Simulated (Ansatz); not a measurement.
**How far a parabola holds: energy against volume of CsCl-type CoGa**

CsCl-type CoGa was calculated with r²SCAN (PAW; Ansatz, an electronic-structure program). Run with plane-wave cutoff 560 eV, 20×20×20 k mesh, Fermi–Dirac smearing 0.05 eV, no spin polarisation, scalar-relativistic PAW data made under PBE. The cell has no free parameter but its volume, all volumes share cutoff and mesh, and the runs aren't spin-polarised. Energies are free energies at the run's smearing, counted from the lowest row; static lattice.

| V (Å³/atom) | E (meV/atom) |
|---|---|
| 11.044 | 12.51 |
| 11.274 | 3.01 |
| 11.504 | 0.00 |
| 11.734 | 2.80 |
| 11.964 | 10.78 |
| 12.194 | ? |

Fit E against V with a parabola, and predict the withheld value at V = 12.194.

With u = V - 11.50, the rows have u = -0.45600, -0.22600, 0.00400, 0.23400, 0.46400. Least squares gives E = 0.003 - 2.036·u + 55.050·u². Residuals (row less fit): 0.132, -0.265, 0.004, 0.259, -0.130; standard error 0.293 (degrees of freedom: 2). The fitted curve has its minimum at V = 11.5, where E = -0.02. Its curvature is d²E/dV² = 2 × 55.050 meV/Å⁶, so B = V0·d²E/dV² × 0.1602 = 203 GPa. At the withheld row, u = 0.69400, so E = 0.003 - 2.036 × 0.69400 + 55.050 × 0.69400² = 25.104 meV/atom. The calculation gives 23.39 meV/atom, 1.714 meV/atom below the prediction (7.3 % of the range of E in the table). The row lies outside the fitted rows, so this is an extrapolation. From the scatter of the fitted rows alone, a prediction at this place has a standard error of 0.693 meV/atom, so the miss is 2.5 times that.

The residuals are curvature that a parabola lacks, not noise. A solid that stiffens under compression and softens on expansion lies above the parabola at the compressed end and under it at the expanded end, as this row does. A third-order Birch-Murnaghan fit to the whole scan has B0 = 202 GPa. Only scans are tabulated whose curvature falls smoothly with volume, and where the parabola meets the shown rows within 5 % of their range and misses the end by 0.1 meV or more.
